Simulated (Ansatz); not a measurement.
Take BeSe in the zinc blende structure (space group F-43m, No. 216; a = 5.1289 Å) as the base.

The change: a hydrostatic pressure of 0.3 GPa.

Levels (all Ansatz, an electronic-structure program, PAW): PBEsol (420 eV, without spin-orbit coupling); HSE06+SOC (420 eV, noncollinear with spin-orbit coupling).

The geometry is relaxed with PBEsol.

```
Quantity                                   Result
----------------------------  -------------------
PBEsol band gap                           2.46 eV
PBEsol valence-band top at Γ  0.00, 0.00, 0.00 eV
```

With HSE06+SOC at the same geometry, the band gap increases by 0.82 eV to 3.28 eV; the valence-band top at Γ (three highest Kramers pairs, from the VBM) becomes 0.00, 0.00, -0.47 eV (PBEsol: 0.00, 0.00, 0.00 eV). The threefold valence maximum splits by Δso ≈ 0.47 eV.

Single points use the geometry relaxed with PBEsol. HSE06 was sampled on its mesh, a few special points and the semilocal edge points, so its gap is an upper bound. The spin-orbit shifts are approximate. Load acts through the strain it causes; cell and atoms are relaxed under it. Stability against distortions was not tested.
